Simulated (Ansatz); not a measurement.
Band structure of SrMg₂Pd (Cmcm, 8 atoms in the cell).

```yaml
crystal:
  lattice:
    - [2.13073, -5.56448, 0.00000]
    - [2.13073, 5.56448, 0.00000]
    - [0.00000, 0.00000, 8.07499]
  atoms:
    - { symbol: Sr, position: [0.94784, 0.05216, 0.75000] }
    - { symbol: Sr, position: [0.05216, 0.94784, 0.25000] }
    - { symbol: Mg, position: [0.66771, 0.33229, 0.93966] }
    - { symbol: Mg, position: [0.33229, 0.66771, 0.06034] }
    - { symbol: Mg, position: [0.33229, 0.66771, 0.43966] }
    - { symbol: Mg, position: [0.66771, 0.33229, 0.56034] }
    - { symbol: Pd, position: [0.22880, 0.77120, 0.75000] }
    - { symbol: Pd, position: [0.77120, 0.22880, 0.25000] }
```

Level of theory: PBEsol, PAW files made with PBE (plane waves; Ansatz, a program for electronic structure).

Settings: basis.ecutwfc = 30.9 Ry; kpoints.mp_grid.grid = 4 4 2; hamiltonian.xc = pbesol; hamiltonian.pseudopotentials = {kind: paw} (an earlier, softer set of the program's PAW files); scf.occupations.method = gaussian; scf.occupations.width = 0.0037 Ry; kpoints.band_path.npoints = 8.

The starting cell comes from a database of computed structures (which also holds hypothetical and non-ambient phases and stackings), without a prior relaxation at this level. Its lattice was rescaled by a random factor within 2.5 % of one. Spin polarisation is off.

Levels in eV from the Fermi level, bands 45 to 52:
```tsv
point	45	46	47	48	49	50	51	52
Γ	-2.60	-0.53	-0.49	0.80	1.15	1.23	1.42	1.62
X	-1.73	-1.17	-1.13	-0.95	-0.92	0.32	0.85	1.42
S	-1.80	-1.27	-1.18	-0.64	-0.29	0.09	0.21	1.33
R	-2.29	-2.29	-0.18	-0.18	0.01	0.01	0.64	0.64
A	-2.12	-2.12	-0.95	-0.95	0.22	0.22	1.33	1.33
Z	-0.83	-0.83	0.08	0.08	0.32	0.32	1.66	1.66
Y	-2.72	-2.23	-1.15	-0.46	1.59	1.72	2.16	2.51
X1	-1.73	-1.17	-1.13	-0.95	-0.92	0.32	0.85	1.42
A1	-2.12	-2.12	-0.95	-0.95	0.22	0.22	1.33	1.33
T	-2.37	-2.37	-0.26	-0.26	1.26	1.26	2.24	2.24
```

Bands cross the Fermi level along this path, so the cell is metallic at this level.

Keys are those of Ansatz 0.2.
